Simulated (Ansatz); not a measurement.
The starting structures come from a database of crystals and need not be the phases stable at ambient conditions.

The decay constant κ of evanescent states in the gap governs leakage through a thin film.

Input:

```
AgI
1.0
    4.36214     0.00000     0.00000
   -2.18107     3.77773     0.00000
    2.18107     1.25924     3.56167
Ag I
1 1
Direct
  0.00000   0.00000   0.00000
  0.00000   0.50000   0.50000
```

The cell is taken as given; by PBEsol it stands under a pressure of -3.3 GPa.

Transport runs along the normal of the first two printed cell vectors, the (111) plane of the conventional cell.

The gap is the functional's own, uncorrected, and κ follows it; spin-orbit coupling is left out. Mid-gap means the computed energy nearest the middle.

**Question.** Compute, with PBEsol in Ansatz (a first-principles code), the band gap and the smallest decay constant κ at mid-gap.

**Answer.** Gap 0.63 eV on a 10×10×10 mesh; κ = 0.123 1/Å, at the zone centre.
